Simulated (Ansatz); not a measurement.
The starting structures come from a database of crystals and need not be the phases stable at ambient conditions.

By PBEsol, the system below comes out a metal.

Crystal: ScAu (Pm-3m, CsCl type, not sure to be the ambient phase, 2 atoms a cell, 19.5 Å³ an atom, -3 GPa at this level); planes in its conventional cell.

All values below come from PBEsol (plane waves, PAW; Ansatz, a program for electronic structure).

G/A = (e²/h) × open channels of both spins per area, as a mean over 0.1 eV about the Fermi level, without spin-orbit coupling, for the cells as given.

```csv
plane,area (Å²),G/A (10¹⁵ S/m²)
(001),11.5,0.72
(110),16.3,___
(111),19.9,___
```

Some entries are withheld; supply them.


- (110), G/A (10¹⁵ S/m²): 0.81
- (111), G/A (10¹⁵ S/m²): 0.86
